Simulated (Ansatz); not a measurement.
## GaSe: pressure series

Take GaSe in the beta-GaS type structure (space group P6_3/mmc, No. 194; a = 3.769 Å, c = 15.964 Å; layered, stacked along the Cartesian z axis) as the base.

Cell and atoms are relaxed at each pressure.

Level of theory: PBE-D3(BJ) (Ansatz, an electronic-structure program), scalar-relativistic without spin-orbit coupling, earlier PAW set.

```tsv
case	band gap	density
base	0.87 eV	5.03 g/cm³
pressure −1 GPa	0.96 eV	4.78 g/cm³
pressure 1.8 GPa	0.84 eV	5.29 g/cm³
pressure 4.2 GPa	0.74 eV	5.55 g/cm³
pressure 18 GPa	zero	6.53 g/cm³
pressure 30 GPa	zero	7.16 g/cm³
pressure 45 GPa	zero	7.82 g/cm³
pressure 60 GPa	zero	8.50 g/cm³
```

A case with no gap was solved on a k-mesh chosen for an insulator, which is coarse for it. Load acts through the strain it causes; cell and atoms are relaxed under it. Stability against distortions was not tested. No other phases were tried under pressure. All final runs are without spin polarisation. The zero or small gap of GaSe under pressure 18 GPa and GaSe under pressure 30 GPa can change with the level of theory.
